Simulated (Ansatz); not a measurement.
# Response to strain in MgO

Take MgO in the rock salt structure (space group Fm-3m, No. 225; a = 4.204 Å) as the base. Axes: x, y, z lie along the cube axes.

Strains are applied to the cell and any free atomic positions relax; under biaxial strain the out-of-plane vector relaxes too.

Level of theory: Ansatz (a quantum-chemistry and plane-wave program), r2SCAN, PAW, cutoff 500 eV, no spin-orbit coupling.

Notes on the quantities. pressure: mean of the normal stresses, compression positive.

```tsv
variant	out-of-plane strain	pressure	band gap
base	–	0.00 GPa	5.68 eV
biaxial strain +0.50 %, plane normal [001], relaxed out of plane	-0.30 %	-1.12 GPa	5.61 eV
biaxial strain +1.00 %, plane normal [001], relaxed out of plane	-0.59 %	-2.17 GPa	5.53 eV
biaxial strain +1.50 %, plane normal [001], relaxed out of plane	-0.88 %	-3.16 GPa	5.45 eV
biaxial strain +2.00 %, plane normal [001], relaxed out of plane	-1.16 %	-4.08 GPa	5.37 eV
biaxial strain +2.50 %, plane normal [001], relaxed out of plane	[?]	[?]	[?]
biaxial strain +3.00 %, plane normal [001], relaxed out of plane	-1.69 %	-5.75 GPa	5.22 eV
```

### Question
Some entries are withheld; estimate them.

### Answer

- biaxial strain +2.50 %, plane normal [001], relaxed out of plane, out-of-plane strain: -1.43 %
- biaxial strain +2.50 %, plane normal [001], relaxed out of plane, pressure: -4.95 GPa
- biaxial strain +2.50 %, plane normal [001], relaxed out of plane, band gap: 5.30 eV

Whether these cells are dynamically stable was not tested.
